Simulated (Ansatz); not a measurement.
**TiAl: response to strain**

Start from TiAl (space group P4/mmm, No. 123; a = 2.813 Å, c = 4.062 Å; relaxed with 0.1 eV smearing). Axes: x, y, z lie along a, b, c of the conventional cell.

Strains are applied to the cell and any free atomic positions relax; under biaxial strain the out-of-plane vector relaxes too.

Computed with Ansatz (an electronic-structure program) r2SCAN, no SOC.

| biaxial strain, plane normal [001], relaxed out of plane (%) | out-of-plane strain (%) |
|---|---|
| 0 | 0.00 |
| 0.5 | -0.48 |
| 1 | -0.97 |
| 1.5 | -1.48 |
| 2 | ? |
| 2.5 | -2.59 |
| 3 | -3.20 |

### Question
Fit ε⊥ = −νε + γε² (strains in %) to the rows shown and predict the withheld row.

### Answer
Least squares on the printed values gives ν = 0.92 (the biaxial Poisson response) and γ = -0.050 (largest residual 0.01 %); this predicts -2.03 %, and the run gives -2.02 %, in agreement.

No phonon test of stability was made. All final runs are without spin polarisation.
